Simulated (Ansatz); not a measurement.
**Pd with two functionals, x(Ag) = 0.667, 3 atoms, Immm**

Take Pd in the fcc (Cu type) structure (space group Fm-3m, No. 225; a = 3.9428 Å) as the base.

(Cell as relaxed with PBE.)

Levels (all Ansatz, a program for electronic structure, PAW): PBE (420 eV, no SOC); r2SCAN (500 eV, spin-orbit coupling left out).

Each level relaxes its own structure.

```json
[
 {"base": "volume per atom", "PBE": "15.32 Å³", "r2SCAN": "14.93 Å³"},
 {"base": "lattice parameter a", "PBE": "3.943 Å", "r2SCAN": "3.908 Å"},
 {"base": "band gap", "PBE": "zero", "r2SCAN": "zero"}
]
```

The change: Ag replaces 66.7 % of the Pd, ordered in a cell of 3 atoms (starting symmetry Immm) and fully relaxed.

```tsv
quantity	PBE	r2SCAN
mixing energy (to 0.01 eV only: unlike meshes or grids)	-0.06 eV/atom	[?]
volume per atom	16.87 Å³	[?]
```

Question: Given the PBE results, estimate those of r2SCAN.

Answer: 
- mixing energy (to 0.01 eV only: unlike meshes or grids), r2SCAN: -0.08 eV/atom
- volume per atom, r2SCAN: 16.38 Å³

PBE's mixing energy lies 0.02 eV/atom above r2SCAN's; PBE's volume per atom lies 0.49 Å³ above r2SCAN's (3.0 %). Neither level is exact; r2SCAN is the comparison here, not a measurement.

These are small ordered cells, not random alloys; other orderings at the same x differ. Stability against distortions was not tested. The final runs are not spin-polarised. Pd has a high density of states at the Fermi level and may be magnetic at this level.
